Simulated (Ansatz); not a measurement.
We consider HgO (P3₂21, No. 154, 6 atoms in the cell; start mp-1077107; a measured phase of this formula has another space group), described by dielectric-dependent PBEsol hybrid (plane waves, PAW; Ansatz, a quantum-chemistry and plane-wave program).

Run with plane-wave cutoff 460 eV, 9×9×4 k mesh (along the axes of the cell as run), Fermi–Dirac smearing 0.01 eV, scalar-relativistic PAW data made under PBE.

Cell (relaxed with PBEsol):

```xyz
6
Lattice="3.6149 0.0000 0.0000 -1.8075 3.1306 0.0000 0.0000 0.0000 8.7428" Properties=species:S:1:pos:R:3 pbc="T T T"
Hg     1.3846     2.3982     0.0000
Hg     0.8457     0.0000     5.8285
Hg    -0.4228     0.7324     2.9143
O      0.8139     1.4098     4.3714
O      1.9870     0.0000     1.4571
O     -0.9935     1.7208     7.2857
```

Task: Give the computed band gap and smallest direct gap on the k points sampled.

Result: 
* **band gap**: 2.66 eV
* **smallest direct gap on the k points sampled**: 2.84 eV

Note: cell and atoms aren't relaxed at this level (pressure -1.9 GPa).

Spin–orbit coupling is not included.

The computed numbers hold no vibrational or temperature effects.

A start named mp-… is a Materials Project structure, which need not be a measured phase.
